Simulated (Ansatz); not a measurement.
Results of r²SCAN+rVV10 in Ansatz (PAW) for CsNO3 (Pmmn, No. 59, 10 atoms in the cell; start mp-22628).

Numerical settings: plane-wave cutoff 500 eV, 8×8×8 k mesh, Fermi–Dirac smearing 0.05 eV, scalar-relativistic PAW data made under PBE.

Cell (relaxed at this level):

```xyz
10
Lattice="5.4475 0.0000 0.0000 0.0000 6.0903 0.0000 0.0000 0.0000 5.0443" Properties=species:S:1:pos:R:3 pbc="T T T"
Cs     2.7238     0.0000     3.0101
Cs     0.0000     3.0452     2.0342
N      0.0000     0.0000     0.0412
N      2.7238     3.0452     5.0031
O      2.7238     4.1309     0.5862
O      2.7238     1.9594     0.5862
O      0.0000     5.0046     4.4581
O      0.0000     1.0857     4.4581
O      2.7238     3.0452     3.7466
O      0.0000     0.0000     1.2977
```

Question: Give the computed band gap.

Answer: 
* **band gap**: 3.70 eV (on the SCF k mesh)

Note: the relaxation could not lower the start's symmetry, so the cell can be a saddle point above a distorted one.

Spin–orbit coupling is not included.

Computed values are for the static lattice.

A start named mp-… is a Materials Project structure, which need not be a measured phase.

Ansatz is a program for electronic structure.
